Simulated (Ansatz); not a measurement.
## PbTe: pressure series

Base system: PbTe in the rock salt structure (space group Fm-3m, No. 225; a = 6.5695 Å).

Cell and atoms are relaxed at each pressure.

Method: Kohn–Sham DFT with the PBE functional, run in Ansatz (an electronic-structure program) with PAW and 420 eV plane waves, spin-orbit coupling left out.

```json
[
 {"pressure (GPa)": "-2", "volume per atom (Å³/atom)": "37.600"},
 {"pressure (GPa)": "-1", "volume per atom (Å³/atom)": "36.433"},
 {"pressure (GPa)": "0", "volume per atom (Å³/atom)": "35.440"},
 {"pressure (GPa)": "0.9", "volume per atom (Å³/atom)": "34.665"},
 {"pressure (GPa)": "2.1", "volume per atom (Å³/atom)": "33.748"},
 {"pressure (GPa)": "4.5", "volume per atom (Å³/atom)": "?"},
 {"pressure (GPa)": "9", "volume per atom (Å³/atom)": "30.134"},
 {"pressure (GPa)": "15", "volume per atom (Å³/atom)": "28.119"},
 {"pressure (GPa)": "22.5", "volume per atom (Å³/atom)": "26.293"}
]
```

Problem. Fit the third-order Birch–Murnaghan form P(V) = (3B₀/2)[(V₀/V)^(7/3) − (V₀/V)^(5/3)]·[1 + (3/4)(B₀′ − 4)((V₀/V)^(2/3) − 1)] (squares taken in P) to the rows shown and predict the withheld row.

Solution. Least squares on the printed values gives V₀ = 35.442 Å³/atom, B₀ = 38.6 GPa, B₀′ = 4.4; this predicts 32.249 Å³/atom, and the run gives 32.247 Å³/atom, 0.002 lower.

Measured bulk modulus of PbTe: 39.8 GPa (room temperature; as listed in Kerstin Hummer, Andreas Grüneis, Georg Kresse, Physical Review B (2007)); the computed value is for a static lattice, so the two differ by thermal effects too.

Load acts through the strain it causes; cell and atoms are relaxed under it. Whether these cells are dynamically stable was not tested. Competing high-pressure phases were not computed. All final runs are without spin polarisation.
